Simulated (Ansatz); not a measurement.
BN under load (space group P6_3mc), Ansatz (a quantum-chemistry and plane-wave program) with PBE, rigid bands. Condition of this run: hydrostatic pressure of -27 GPa (compression positive) (the target of the relaxation). Band gap 5.35 eV, N_c = 1.48e19 cm⁻³ and N_v = 5.09e19 cm⁻³ at 300 K, conductivity masses along z (a = (2.61, 0.00, 0.00) Å; b = (-1.31, 2.26, 0.00) Å; c = (0.00, 0.00, 4.32) Å) of 0.322 mₑ (electrons) and 1.35 mₑ (holes). Take k_BT = 0.02585 eV.

**Question.** A film of it is 3 nm thick, with its normal along the direction named. Estimate the confinement energies in an infinite well.

**Answer.** ħ²π²/(2m t²) = 0.376 eV·nm²/(m/mₑ × t²) gives 130 meV for electrons and 30.9 meV for holes, so the gap would widen to about 5.51 eV. Finite barriers and nonparabolic bands lower this, and with several valleys or bands the heaviest mass along the normal sets the lowest level, not this average.

**Question.** Find the intrinsic carrier density and the intrinsic Fermi level.

**Answer.** n_i = √(N_c N_v) exp(−E_g/2k_BT) = 2.74e19 × exp(−103.47) = 3.2e-26 cm⁻³. The level lies (k_BT/2) ln(N_v/N_c) = 16 meV from mid-gap (positive towards the conduction band). Each 0.1 eV added to the gap lowers n_i by a factor of 6.9.

**Question.** What thermal injection velocity √(2k_BT/πm) limits a ballistic channel along the direction named?

**Answer.** 9.48e6 cm/s for electrons and 4.63e6 cm/s for holes, a ratio of √(m_h/m_e) = 2.05, for dilute carriers.

Rigid bands with the computed gap; masses take one relaxation time for all states. Spin-orbit coupling is left out. Geometry: cell and atoms relaxed with PBEsol.
